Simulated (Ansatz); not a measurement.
Take Al₂O₃ in the corundum structure (space group R-3c, No. 167; a = 4.809 Å, c = 13.124 Å (hexagonal axes)) as the base. Axes: x lies along a and z along c of the hexagonal cell.

The values are results of Ansatz (an electronic-structure program), PBE, PAW, cutoff 420 eV, scalar-relativistic without spin-orbit coupling, not measurements.

Before the change:

```
Item                                 Value
-----------------------------  -----------
Shortest interatomic distance      1.874 Å
Gap character                  direct at Γ
Band gap                           5.85 eV
```

Now apply this change: compressive biaxial strain of 3.00 % in the plane normal to [001], as in epitaxy on a mismatched substrate; the out-of-plane cell vector and the atoms relax.

Task: Predict the new shortest interatomic distance.

Result: The shortest interatomic distance falls by 0.0327 Å to 1.842 Å.

Task: How does this affect the gap character?

Result: The gap character remains direct at Γ.

Task: What happens to the band gap?

Result: The band gap goes up by 0.50 eV to 6.35 eV.

Whether these cells are dynamically stable was not tested.
